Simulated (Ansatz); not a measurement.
The starting structures come from a database of crystals and need not be the phases stable at ambient conditions.

Where the default PAW files enter, the runs use the earlier of Ansatz's two default sets.

By PBEsol, the system below comes out a metal.

Without scattering a metal conducts by its projected Fermi surface.

Here is the system:

```
Ir
1.0
    2.75138     0.00000     0.00000
   -1.37569     2.38276     0.00000
    0.00000     0.00000     4.46229
Ir
2
Direct
  0.66667   0.33333   0.75000
  0.33333   0.66667   0.25000
```

Space group of this cell: P6_3/mmc, hcp (Mg type). The cell is taken as given; by PBEsol its mean pressure is -12.5 GPa.

The current flows along the normal of the first two printed cell vectors, the (001) plane of the conventional cell. No spin-orbit coupling; the value is a mean over 0.1 eV about the Fermi level.

### Question
Give the ballistic conductance per area that PBEsol run with Ansatz (a quantum-chemistry and plane-wave program) yields.

### Answer
2.3 × 10¹⁵ S/m² for both spins.
